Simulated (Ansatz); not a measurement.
Results of G0W0@PBEsol (Ansatz, an electronic-structure program, plane waves, hard PAW, contour deformation) for CaAlHO2 (model structure, started from the SrVO2H type, P4/mmm, No. 123, 5 atoms in the cell).

The cell is the one relaxed with PBEsol. Conventional cell: a = 3.7280 Å, b = 3.7280 Å, c = 3.4481 Å, α = 90.00°, β = 90.00°, γ = 90.00°.

The quasiparticle gap at Γ at a fixed k mesh 2×2×2:

| response cutoff | value (eV) |
|---|---|
| 200 eV, 565 empty bands | 8.036 |
| 250 eV, 790 empty bands | 8.096 |
| 300 eV, 1039 empty bands | 8.133 |
| 400 eV, 1599 empty bands | 8.174 |

Problem. Taking the value to converge with the response cutoff E as E^(−3/2), extrapolate from the last two rows.

Solution. With y = y∞ + c/w and weights w = 5196 and 8000 for the last two rows, y∞ = (w2 y2 − w1 y1)/(w2 − w1) = (8000 × 8.174 − 5196 × 8.133)/2804 = 8.250 eV, which lies 0.076 beyond the last row. Successive pairs of rows give 8.247, 8.251, 8.250. The limit also hangs on the law assumed, so its last digits aren't firm.

The other settings are not extrapolated, so this is the limit in one setting alone.

At the last cutoff the smallest gap on this mesh is 5.86 eV, with an edge away from Γ.

A model structure was made by putting elements into a prototype or built by hand; it is no filed structure, need not be a known phase, and can be a saddle point held by its symmetry.
